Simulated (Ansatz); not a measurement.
SiC (P6_3mc) under uniaxial stress along c (compression positive): electron mass along z by r2SCAN with spin-orbit coupling, rigid bands (plane waves, PAW; Ansatz, a program for electronic structure). The unloaded cell, whose axes the loads refer to:

Space group P6₃mc (No. 186); a = b = 3.076 Å, c = 5.048 Å, α = β = 90.00°, γ = 120.00°

```json
[
 {"atom": "Si", "site": "2b", "symmetry": "3m.", "x": "0.6667", "y": "0.3333", "z": "0.4996"},
 {"atom": "C", "site": "2b", "symmetry": "3m.", "x": "0.3333", "y": "0.6667", "z": "0.3754"}
]
```

```csv
uniaxial stress along c (compression positive) (GPa),volume per atom (Å³),electron mass along z (mₑ)
-20,10.69,0.277
-10,10.51,0.268
-5,10.42,0.265
0,10.34,?
5,10.26,0.259
10,10.19,0.256
```

Problem. Fit a straight line to ln(electron mass along z) against the load over the rows given, and predict the row at 0 GPa.

Solution. The means are x̄ = -4.000 GPa and ȳ = -1.3284; Σ(x − x̄)(y − ȳ) = -1.466 and Σ(x − x̄)² = 570.0, so the slope is -0.257 % per GPa, and the rows given lie within 0.38 % of the line. At 0 GPa the line gives 0.262 mₑ; the calculation gives 0.262 mₑ, 0.072 % from it.

Masses are for dilute carriers at 300 K, harmonic means over directions unless an axis is named. Stresses and pressures are the targets of the relaxation. The structure type is held at every load. Geometry: cell and atoms relaxed with PBEsol.
